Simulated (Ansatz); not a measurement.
# GaCuSe2: biaxial strain +2.75 %, plane normal [001], relaxed out of plane

Base system: GaCuSe$_{2}$ in the chalcopyrite structure (space group I-42d, No. 122; a = 5.6720 Å, c = 11.2632 Å). Axes: x, y, z lie along a, b, c of the conventional cell.

It is then changed as follows: tensile biaxial strain of 2.75 % in the plane normal to [001], as in epitaxy on a mismatched substrate; the out-of-plane cell vector and the atoms relax.

Computed with PBE in Ansatz (plane waves to 420 eV, PAW, without spin-orbit coupling), earlier PAW set. k-mesh 8×8×8 (Γ-centred); smearing 0.05 eV (Fermi–Dirac).

```csv
quantity,base,changed,shift
volume per atom,22.65 Å³,23.15 Å³,+0.505 Å³
space group,I-42d (No. 122),I-42d (No. 122),–
shortest interatomic distance,2.430 Å,2.456 Å,+0.026 Å
energy relative to the base (free energy F),0 meV/atom,+7.8 meV/atom,+7.8 meV/atom
"pressure (mean of the normal stresses, compression positive)",0.0 GPa,-1.3 GPa,-1.3 GPa
band gap (uncertain: the Fermi level lies in a band; the changed cell),zero,0.07 eV,–
out-of-plane strain (rough),–,-3.17 %,–
mean in-plane stress (compression positive) (rough),–,-2.0 GPa,–
```

Cost of the whole job for the changed cell (relaxation, final SCF and bands): roughly 8 core-minutes.

Without a gap, meshes like the base's 8×8×8 leave anisotropic stresses uncertain by several tenths of a GPa, and small strain energies with them. No phonon test of stability was made. The final runs are not spin-polarised. The zero or small gap of GaCuSe2 can change with the level of theory.

Ansatz is an electronic-structure program.
